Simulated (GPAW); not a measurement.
GPAW run on Hf2Ge (P1, 6 atoms in the cell): self-consistent single point.

Method: PBEsol, GPAW PAW datasets PBEsol (made by gpaw-setup) (plane waves; GPAW 25.7.0).

The change in words: atoms moved at random. Reference geometry:
```
CELL_PARAMETERS angstrom
     -3.25803     3.25803     2.62054
      3.25803    -3.25803     2.62054
      3.25803     3.25803    -2.62054
ATOMIC_POSITIONS crystal
  Hf 0.34424 0.15576 0.50000
  Hf 0.65576 0.84424 0.50000
  Hf 0.15576 0.65576 0.81152
  Hf 0.84424 0.34424 0.18848
  Ge 0.25000 0.25000 0.00000
  Ge 0.75000 0.75000 0.00000
```

Reference input (self-consistent single point, DFT PBEsol, plane waves, GPAW PAW datasets PBEsol (made by gpaw-setup)): mode = pw; ecut = 600 eV; xc = PBEsol; kpts = 5 5 5; mesh shift (steps) = 0 0 0; occupations.name = methfessel-paxton; occupations.width = 0.1 eV; occupations.order = 0; nbands = -12; symmetry.symmorphic = false; symmetry.tolerance = 0.0005; maxiter = 120. This run's input differs from it in these lines:

```diff
@@ -8,8 +8,8 @@
                     [3.258030, 3.258030, -2.620540]],
-              scaled_positions=[[0.344240, 0.155760, 0.500000],
-                                [0.655760, 0.844240, 0.500000],
-                                [0.155760, 0.655760, 0.811520],
-                                [0.844240, 0.344240, 0.188480],
-                                [0.250000, 0.250000, 0.000000],
-                                [0.750000, 0.750000, 0.000000]],
+              scaled_positions=[[0.342056, 0.146191, 0.483218],
+                                [0.669854, 0.849914, 0.504692],
+                                [0.169654, 0.664989, 0.817522],
+                                [0.849900, 0.352906, 0.209093],
+                                [0.241244, 0.248659, -0.011193],
+                                [0.727292, 0.737342, -0.003332]],
               pbc=True)
```

The program printed (abridged):

```
     iter     time        total  log10-change:
                         energy   eigst   dens
iter:   1 --:--:--   -46.804656
iter:   2 --:--:--   -46.742982   -1.46  -1.25
iter:   3 --:--:--   -46.305561   -0.84  -1.27
iter:   4 --:--:--   -46.347022   -1.73  -1.91
iter:   5 --:--:--   -46.252374   -1.99  -1.96
iter:   6 --:--:--   -46.309981   -2.30  -2.02
iter:   7 --:--:--   -46.261105   -2.38  -2.21
iter:   8 --:--:--   -46.261512   -3.42  -2.63
iter:   9 --:--:--   -46.264574c  -3.40  -2.68
iter:  10 --:--:--   -46.260254c  -3.41  -2.70
iter:  11 --:--:--   -46.260222c  -4.35  -3.21
iter:  12 --:--:--   -46.260206c  -5.23  -3.28
iter:  13 --:--:--   -46.260275c  -4.51  -3.42
iter:  14 --:--:--   -46.260193c  -5.44  -3.42
iter:  15 --:--:--   -46.260186c  -5.64  -3.80
iter:  16 --:--:--   -46.260186c  -5.90  -3.89
iter:  17 --:--:--   -46.260185c  -5.75  -3.99
iter:  18 --:--:--   -46.260183c  -6.68  -4.05c
iter:  19 --:--:--   -46.260183c  -6.72  -4.31c
iter:  20 --:--:--   -46.260183c  -6.88  -4.48c
iter:  21 --:--:--   -46.260183c  -7.63c -4.69c
Converged after 21 iterations.

Dipole moment: (1.823096, 2.529677, -1.683852) |e|*Ang

Energy contributions relative to reference atoms: (reference = -1753161.021146)

Kinetic:        +73.662519
Potential:      -65.179815
External:        +0.000000
XC:             -52.745380
Entropy (-ST):   -0.012603
Local:           -1.991205
SIC:             +0.000000
--------------------------
Free energy:    -46.266485
Extrapolated:   -46.260183

Showing only first 2 kpts
 Kpt  Band  Eigenvalues  Occupancy
  0    26      9.30956    2.00000
  0    27      9.51517    2.00000
  0    28     12.22604    0.00000
  0    29     12.26117    0.00000

  1    26      9.39918    2.00000
  1    27      9.48318    2.00000
  1    28     12.07713    0.00000
  1    29     12.31391    0.00000

Fermi level: 10.41108

No gap
   [... lines left out ...]
  0 Hf    0.58087    0.36883   -0.04417
  1 Hf   -0.03602   -0.50130   -0.50722
  2 Hf    0.57480   -0.69135   -0.40958
  3 Hf   -0.67071   -0.42782    0.14427
  4 Ge    0.14942    0.66155   -0.15107
  5 Ge   -0.59832    0.59006    0.96830

Stress tensor:
    -0.014634    -0.002994    -0.000244
    -0.002994    -0.031419    -0.004091
    -0.000244    -0.004091    -0.011821
Stress (GPa, Voigt): [-2.3446 -5.0339 -1.8939 -0.6555 -0.0391 -0.4796]
```

The run converged in 21 iterations. GPAW prints stress with tension positive. Against the reference run the free energy goes up by 30.3 meV/atom, the pressure goes from 2.45 to 3.09 GPa and the largest force goes from 0.123 to 1.282 eV/Å.

The starting cell comes from a database of computed structures (which also holds hypothetical and non-ambient phases and stackings), without a prior relaxation at this level. Its lattice was rescaled by a random factor within 2.5 % of one. For this run, on top of that: atoms moved at random. With a pressure of about 3 GPa the cell is away from its equilibrium volume at this level. Forces in this geometry exceed 1 eV/Å.

Cost on one core of a shared machine: roughly 2 min.
